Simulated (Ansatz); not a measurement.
## H on the 1x1 (111) surface of fcc Cu, one in a 3x3 cell, started at the site 'hollow Cu-Cu-Cu over Cu at depth 2.1 Å'

Method: PBE (plane waves to 420 eV, PAW; Ansatz, a program for electronic structure).

Model: 37-atom slab, 6.2 Å thick at the start under the adsorbate (thin: gaps and levels are the slab's own), 4x4x1 mesh, Fermi-Dirac 0.1 eV, dipole correction, 18 atoms held, the rest relaxed; held to the start's symmetry, so lower structures may exist; no spin, no spin-orbit, no U, no dispersion correction. At the end it is bonded to 3 Cu. In PBE it is, or lies within 0.03 eV of, the lowest of the starts that converged.

| Item | Result |
|---|---|
| adsorption energy against ½ H2(g) | -0.16 eV |
| work function of the top face | 4.77 eV |
| change of the work function | -0.006 eV |
| change of the step from the bottom to the top vacuum level, against the clean slab | 0.002 eV |
| energy released by relaxation | 0.067 eV |
| height of the binding atom over the mean of the host atoms within 0.3 Å of the top one | 0.969 Å |
| nearest host atoms of the binding atom | Cu at 1.75 Å, Cu at 1.75 Å, Cu at 1.75 Å |
| largest move of a host atom | 0.05 Å |
| cost | about 14 core-minutes (a rough figure) |

A negative adsorption energy means that the adsorbate is more stable on the surface than in its reference.
